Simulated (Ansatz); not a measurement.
Consider CdS in the wurtzite structure (space group P6_3mc, No. 186; a = 4.0741 Å, c = 6.6367 Å). Axes: x lies along a and z along c of the hexagonal cell.

The values are results of Ansatz (a program for electronic structure) LDA, no SOC, not measurements.

Perturbation: the cell is scaled by 0.9760 in all directions; the atoms relax in the strained cell.

Problem. Predict the stress tensor and what it implies for the stiffness.

Solution. Stress of the strained cell less that of the base (GPa, compression positive):
```
   5.80    0.00    0.00
   0.00    5.80    0.00
   0.00    0.00    5.92
```

Then B = −ΔP/(ΔV/V₀) with ΔV/V₀ = -0.0703 gives secant stiffness values (nonlinear terms included at this strain): B (at held cell shape, above the free-shape value) ≈ 83 GPa.

As a check, the harmonic strain energy −½ V₀ Δσ:ε is 31 meV/atom; the computed energy rise is 29 meV/atom.

Stability against distortions was not tested.
